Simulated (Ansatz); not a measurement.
# Predicting a run: zincblende GaP (F-43m), biaxial stress in the (001) plane (tension)

Cell and atoms relaxed with PBEsol to each stress σ (compression positive); gaps by r2SCAN with spin-orbit coupling, rigid bands (plane waves, PAW; Ansatz, a first-principles code). Unloaded cell: a = 3.846 Å, b = 3.846 Å, c = 3.846 Å, α = 60.00°, β = 60.00°, γ = 60.00°.

| σ (GPa) | strain along [100] (%) | gap (eV) |
|---|---|---|
| 0 | 0 | 1.806 |
| -2.80 | 2.14 | 1.469 |
| -4.20 | 3.34 | 1.277 |
| -5.60 | 4.65 | 1.069 |

Task: Fit E_g = 1.806 eV + aσ + bσ² and ε = cσ + dσ² to the loaded rows by least squares.

Result: a = 0.109 eV/GPa, b = -0.00402 eV/GPa²; c = -0.696 %/GPa, d = 0.0240 %/GPa².

Task: One run was withheld, at σ = -1.40 GPa. Predict its gap and its strain along [100], then set them beside the run.

Result: E_g = 1.806 + (0.109)(-1.40) + (-0.00402)(-1.40)² = 1.646 eV and ε = (-0.696)(-1.40) + (0.0240)(-1.40)² = 1.02 %. The run gave 1.650 eV and 1.02 %, misses of 0.004 eV and 0.00 percentage points.

Gaps are resolved to about 0.01 eV; third decimals are kept for the arithmetic. Every relaxation keeps the zincblende phase (space group I-4m2 under this load), so a transition, a distortion that breaks the symmetry or fracture can't show.
